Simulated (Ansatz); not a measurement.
**A computed series for TaSi2: pressure series**

Consider TaSi$_{2}$ (space group P6_222, No. 180; a = 4.804 Å, c = 6.604 Å).

Cell and atoms are relaxed at each pressure.

Level of theory: Ansatz (a first-principles code) PBE, spin-orbit coupling left out, earlier PAW set.

```csv
P (GPa),V (Å³/atom)
-2.00,14.831
-1.00,14.747
0.30,14.642
0.70,14.610
1.49,14.549
3.00,14.436
5.00,14.292
7.49,14.123
9.99,13.964
```

A third-order Birch–Murnaghan fit to these points gives V₀ = 14.67 Å³/atom, B₀ = 183 GPa and B₀′ = 4.3. At pressure 10 GPa the volume is 95.2 % of V₀.

Load acts through the strain it causes; cell and atoms are relaxed under it. Stability against distortions was not tested. Competing high-pressure phases were not computed. The final runs are not spin-polarised. An odd electron count without spin: TaSi2.
